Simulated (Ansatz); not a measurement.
# PrPt2 (Fd-3m, No. 227)

The numbers are results of PBEsol in Ansatz (plane waves, PAW), not measurements.

Run with plane-wave cutoff 500 eV, 12×12×12 k mesh, Fermi–Dirac smearing 0.1 eV, spin-polarised start, scalar-relativistic PAW data made under PBE.

Cell (relaxed at this level):

Space group Fd-3m, origin choice 1 (No. 227); a = 7.654 Å, b = 7.654 Å, c = 7.654 Å, α = 90.00°, β = 90.00°, γ = 90.00°

| atom | site | symmetry | x | y | z |
|---|---|---|---|---|---|
| Pr | 8a | -43m | 0.0000 | 0.0000 | 0.0000 |
| Pt | 16d | .-3m | 0.6250 | 0.6250 | 0.6250 |
(The calculation used a cell of 6 atoms; values per cell refer to that cell.)

For PrPt2 (Fd-3m, No. 227), the band gap is none.

Note: the magnetic order was assumed, not searched for or taken from measurement; the 4f shell is treated without U or exact exchange, so its levels and filling can be wrong.

Spin–orbit coupling is not included.

Computing time: about 16 core-minutes (a rough figure).

Ansatz is a program for electronic structure.
